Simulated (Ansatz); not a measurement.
Consider Sn in the diamond structure (space group Fd-3m, No. 227; a = 6.566 Å). Axes: x, y, z lie along the cube axes.

The values are results of Ansatz (a first-principles code) r2SCAN, no SOC, not measurements.

For the base:

The shortest interatomic distance is 2.843 Å and the pressure comes out as 0.0 GPa.

Perturbation: uniaxial strain ε_zz = −2.00 %, all other strain components held at zero, atoms relaxed at fixed cell.

### Question
Predict the new shortest interatomic distance.

### Answer
The shortest interatomic distance drops by 0.0188 Å, from 2.843 Å to 2.825 Å.

### Question
What happens to the pressure?

### Answer
The pressure (mean of the normal stresses, compression positive) goes from zero to 0.9 GPa.

### Question
What does the calculation give for the energy relative to the base after the change?

### Answer
The energy goes up by 3.0 meV/atom.

No phonon test of stability was made.
